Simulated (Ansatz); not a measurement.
We look at the formation energy of ZnAu (CsCl type, Pm-3m) from the elements. Reaction: Zn (hcp) + Au (fcc) → ZnAu (CsCl type). A negative value means that the right-hand side lies lower. The value is per atom of the solid.

ZnAu (CsCl type, Pm-3m), 2 atoms in the cell, k-point mesh 16×16×16 on the run's own vectors.
AuZn has the cubic space group Pm-3m (No. 221), the CsCl type structure, Pearson symbol cP2. Lattice parameters: a = b = c = 3.1865 Å, α = β = γ = 90.00°. Zn on 1b sees 8 Au at 2.760 Å and 6 Zn at 3.187 Å. Au on 1a is coordinated by 8 Zn at 2.760 Å and 6 Au at 3.187 Å. (Neighbours: up to the widest gap in distance over summed covalent radii, below 1.35, at either atom.)

Zn (hcp, P6₃/mmc), 2 atoms in the cell, k-point mesh 30×30×12 on the run's own vectors. Conventional cell: a = b = 2.647 Å, c = 5.019 Å, α = β = 90.00°, γ = 120.00°.

Au (fcc, Fm-3m), 1 atom in the cell, k-point mesh 24×24×24 on the run's own vectors. Conventional cell: a = b = c = 4.158 Å, α = β = γ = 90.00°.

Plane-wave PAW calculations with Ansatz (an electronic-structure program), its default PAW set, cutoff 420 eV. The structures are at rest with PBE. Neutral cells; Fermi-Dirac smearing of at most 0.10 eV in the solids, energies taken to zero width. A dispersion term (D3(BJ), or D4 for r2SCAN) was computed beside these levels and is taken off wherever the name lacks it. Static lattices, no vibrational contributions. The runs are scalar-relativistic, without spin-orbit coupling.

What value does PBE give?

-0.21 eV/atom, for Zn (hcp) + Au (fcc) → ZnAu (CsCl type).
